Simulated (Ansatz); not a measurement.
For rock-salt TaC, PBE0 in Ansatz (plane waves, PAW) gives:

* **lattice parameter a**: 4.448 Å
* **bulk modulus B0**: 354 GPa

Q: What does Hartree–Fock (plane waves, PAW; Ansatz, an electronic-structure program) give for the same quantities?

A: 
- lattice constant a: 4.493 Å (rises by 1.0 %)
- bulk modulus: 358 GPa (rises by 1.1 %)

For comparison: lattice constant a 4.456 Å (measured, 300 K, not corrected to a static lattice; as tabulated in Wikipedia's data pages); bulk modulus 305 ± 5 GPa (measured, room temperature, no zero-point or thermal correction, our sources range from 305 to 345; as tabulated in Speziale et al., equation of state of TaC (DESY record 425561)).

Changes are worked out from the printed values.

Unless a cell is named, each level is at its own relaxed cell (PBE0 11.00, Hartree–Fock 11.34 Å³/atom).

Levels without +SOC leave out spin–orbit coupling, which shifts energies and cells of such heavy elements.

Ansatz's density-functional and Hartree–Fock values are scalar-relativistic unless marked +SOC, with PAW data made under PBE.
